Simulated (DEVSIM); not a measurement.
System: Schottky contact on p-type Si, at 300 K.

Layer 1 from the left is Si, thickness (μm) 0.680, Na (cm⁻³) 8.3e16, τn (s) 1.7e-6, τp (s) 1.7e-6. Layer 2 from the left is Si, thickness (μm) 0.650, Na (cm⁻³) 2.8e18, τn (s) 1.7e-6, τp (s) 1.7e-6.

Left contact: Schottky, work function 4.514 eV, emission velocity 3.2e6 cm/s. Right contact: ohmic. Voltage is applied to the left contact. Recombination: SRH at mid-gap, radiative. Mobility is constant in doping.

This is a model device: material constants are rounded textbook-type values typed into the input, and sizes, dopings and lifetimes were drawn at random. Values at 300 K.

Si: gap (eV) 1.124, affinity (eV) 4.05, permittivity 11.7, Nc (cm⁻³) 2.86e19, Nv (cm⁻³) 3.1e19, μn (cm²/Vs) 1417, μp (cm²/Vs) 470, B (cm³/s) 4.7e-15.

Model (solved in DEVSIM): 1D drift-diffusion, Boltzmann statistics, complete ionisation; no tunnelling, impact ionisation, image-force lowering or self-heating. Metal contacts follow the ideal Schottky-Mott rule: no Fermi-level pinning, no interface dipoles.

Dark forward current:

| |V| (V) | |J| (A/cm²) |
|---|---|
| 0.05 | 0.0007207 |
| 0.10 | 0.005682 |
| 0.15 | 0.03981 |
| 0.20 | 0.2742 |
| 0.25 | 1.879 |
| 0.30 | 12.77 |
| 0.35 | 83.98 |
| 0.40 | 477.5 |
| 0.45 | 1819 |
| 0.50 | 4318 |

Task: Work out the local ideality factor n = ΔV / (kT/q · ln(J2/J1)) between the rows 0.15 and 0.20 V, 0.45 and 0.50 V.

Result: kT/q = 25.85 mV. From 0.15 to 0.20 V: ln(0.2742/0.03981) = 1.930, n = 1.00, near the 1 of diffusion or emission over a barrier. From 0.45 to 0.50 V: ln(4318/1819) = 0.865, n = 2.24; the layers' resistance at their doping, Σ W/(qμN) = 1.1e-5 Ω cm², would take 28 mV of this step of 50 mV.

Task: Estimate the current at 0.25 V for emission alone, J0 = q v N_band exp(−φB/kT), and read the barrier back from the simulated current.

Result: φB = 0.660 eV, N_band = 3.10e19 cm⁻³, J0 = 0.000130 A/cm²; J = J0 (exp(qV/kT) − 1) = 2.06 A/cm². The simulation gives 1.88 A/cm²; the estimate lies 9.4 % above. Read backwards, the simulated current gives an apparent barrier of 0.662 eV. The estimate leaves out transport through the depletion region and minority injection.
